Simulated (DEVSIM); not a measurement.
System: abrupt Ge n-p junction, at 250 K.

```tsv
layer (left to right)	material	thickness (μm)	Nd (cm⁻³)	Na (cm⁻³)	τn (s)	τp (s)
1	Ge	0.780	2.9e16	-	1.7e-6	1.7e-6
2	Ge	20.0	-	7.1e17	1.7e-6	1.7e-6
```

Left contact: ohmic. Right contact: ohmic. Voltage is applied to the left contact. Recombination: SRH at mid-gap, radiative, Auger. Mobility is μmin + (μ − μmin)/(1 + (N/Nref)^α).

Constants are typed, rounded textbook-type inputs, not results; the design itself was drawn at random and stands for no fabricated device. Values at 300 K; Nc and Nv go as T^1.5, mobilities as T to minus their exponent, the gap by Varshni's rule with the affinity fixed.

```csv
parameter,Ge
gap (eV),0.664
affinity (eV),4
permittivity,16
Nc (cm⁻³),1.04e19
Nv (cm⁻³),6e18
μn (cm²/Vs),3900
μp (cm²/Vs),1900
"μn,min",150
"μp,min",100
"Nref,n",2.6e17
"Nref,p",4e17
αn,0.56
αp,0.6
T exponent of μn,1.66
T exponent of μp,2.33
B (cm³/s),6.4e-14
Cn (cm⁶/s),1e-31
Cp (cm⁶/s),1e-31
Varshni α (eV/K),0.000477
Varshni β (K),235
```

Simulated with DEVSIM: 1D drift-diffusion, Boltzmann statistics, complete ionisation; no tunnelling, impact ionisation, image-force lowering or self-heating.

The doping Nd of layer 1 was swept, all else fixed.

| doping Nd of layer 1 (cm^-3) | dark forward voltage at 100 A/cm² (V) | potential step across the device at zero bias (V) | largest field in the device at zero bias (V/cm) | dark forward voltage at 1 A/cm² (V) |
|---|---|---|---|---|
| 8.7e14 | 0.299 | 0.446 | 36000 | 0.176 |
| 2.9e15 | 0.326 | 0.472 | 38000 | 0.216 |
| 8.7e15 | 0.350 | 0.496 | 43000 | 0.246 |
| 2.9e16 | (withheld) | 0.522 | (withheld) | (withheld) |
| 8.7e16 | 0.406 | 0.546 | 94000 | 0.305 |
| 2.9e17 | 0.438 | 0.571 | 160000 | 0.337 |
| 8.7e17 | 0.468 | 0.595 | 220000 | 0.366 |

### Question
Some entries are withheld; supply them.

### Answer

- 2.9e16, dark forward voltage at 100 A/cm² (V): 0.379
- 2.9e16, largest field in the device at zero bias (V/cm): 60000
- 2.9e16, dark forward voltage at 1 A/cm² (V): 0.277
